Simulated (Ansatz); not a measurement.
Functionals compared on Br on the 1x1 (10-10) surface of wurtzite ZnO (cut with top plane O + Zn), one in a 2x1 cell, started at the site 'over O at depth 0.9 Å', in Ansatz (plane waves, PAW). The structure was relaxed with PBE; the other rows are single points on it, each with its references at the same level. Cutoff 420 eV (500 eV for r2SCAN). The points keep PBE's geometry, so the relaxation of a polaron and the settling of charge on one site are left out.

Host crystal: wurtzite ZnO, with a band gap (PBE, scalar-relativistic without spin-orbit coupling).

Model: 33-atom slab, 9.4 Å thick at the start under the adsorbate (thin: gaps and levels are the slab's own), 3x4x1 mesh, Fermi-Dirac 0.01 eV, dipole correction, 16 atoms held, the rest relaxed; start symmetry kept, larger cells not searched; spin-polarised, ending with about 0.7 μB a cell, a value that depends on the mesh; orders that need a larger cell were not tried, no spin-orbit, no U, no dispersion correction. The slab shows no gap over 0.04 eV on its mesh. At the end it is bonded to 2 Zn. In PBE it is, or lies within 0.03 eV of, the lowest of the starts that converged. These notes are the PBE run's. r2SCAN: The program's check for a lower electronic state was not made. Adsorption energies are against ½ Br2(g). A negative adsorption energy means that the adsorbate is more stable on the surface than in its reference.

```
functional  adsorption energy (eV)  work function of the top face (eV)         rough cost of the single point
----------  ----------------------  ----------------------------------  -------------------------------------
PBE                          -0.17                                6.88                                      –
RPBE                             ?                                   ?  about 7 core-minutes (a rough figure)
r2SCAN                       -0.29                                7.11         around 12 core-minutes (rough)
```

Question: What belongs in the gaps?

Answer: 
- RPBE, adsorption energy (eV): -0.06
- RPBE, work function of the top face (eV): 6.79

Ansatz is a quantum-chemistry and plane-wave program.
